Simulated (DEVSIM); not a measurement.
Device: Al/SiO2/p-Si capacitor, at 300 K.

| layer (left to right) | material | thickness (nm) | Na (cm⁻³) |
|---|---|---|---|
| 1 | SiO2 | 9.70 | - |
| 2 | Si | 780 | 5.4e17 |

Metal gate on the left, work function 4.1 eV. Fixed charge at the semiconductor interface 1.7e10 cm⁻² (in units of +e); no interface traps.

This is a model device: material constants are rounded textbook-type values typed into the input, and sizes, dopings and lifetimes were drawn at random. Values at 300 K.

| parameter | SiO2 | Si |
|---|---|---|
| gap (eV) | 9 | 1.124 |
| affinity (eV) | 0.9 | 4.05 |
| permittivity | 3.9 | 11.7 |
| Nc (cm⁻³) | - | 2.86e19 |
| Nv (cm⁻³) | - | 3.1e19 |

Model (solved in DEVSIM): 1D Poisson equation in equilibrium, Boltzmann statistics, complete ionisation; no quantum confinement or tunnelling. Metal contacts follow the ideal Schottky-Mott rule: no Fermi-level pinning, no interface dipoles.

The interface trap density was swept, all else fixed.

| interface trap density (cm^-2 eV^-1) | minimum of the low-frequency capacitance (μF/cm²) | flat-band voltage (V) |
|---|---|---|
| 0 | 0.146 | -0.98 |
| 1e10 | 0.147 | -0.98 |
| 1e11 | 0.152 | -1.00 |
| 3e11 | 0.162 | -1.04 |
| 1e12 | 0.189 | -1.18 |
| 2e12 | 0.218 | -1.39 |

From the first row to the last the minimum of the low-frequency capacitance goes from 0.146 to 0.218. From the first row to the last the flat-band voltage goes from -0.98 to -1.39.
